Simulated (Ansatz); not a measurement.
Start from GaS in the beta-GaS type structure (space group P6_3/mmc, No. 194; a = 3.534 Å, c = 15.041 Å; layered, stacked along the Cartesian z axis). Axes: x lies along a and z along c of the hexagonal cell.

Level of theory: PBEsol-D3(BJ), PAW, 420 eV (Ansatz, a program for electronic structure; scalar-relativistic without spin-orbit coupling), earlier PAW set.

Before the change:

| Item | Value |
|---|---|
| Gap character | indirect, Γ → M |
| Smallest direct gap | 1.73 eV |
| Band gap | 1.29 eV |

One thing is altered: compressive biaxial strain of 2.05 % in the plane normal to [001], as in epitaxy on a mismatched substrate; the out-of-plane cell vector and the atoms relax.

Predict the new gap character.

The gap character changes from indirect, Γ → M to indirect, Γ → K.

How does this affect the smallest direct gap?

The smallest direct gap goes up by 0.51 eV, from 1.73 eV to 2.24 eV.

Predict the new band gap.

The band gap goes up by 0.08 eV, from 1.29 eV to 1.37 eV.

No phonon test of stability was made.
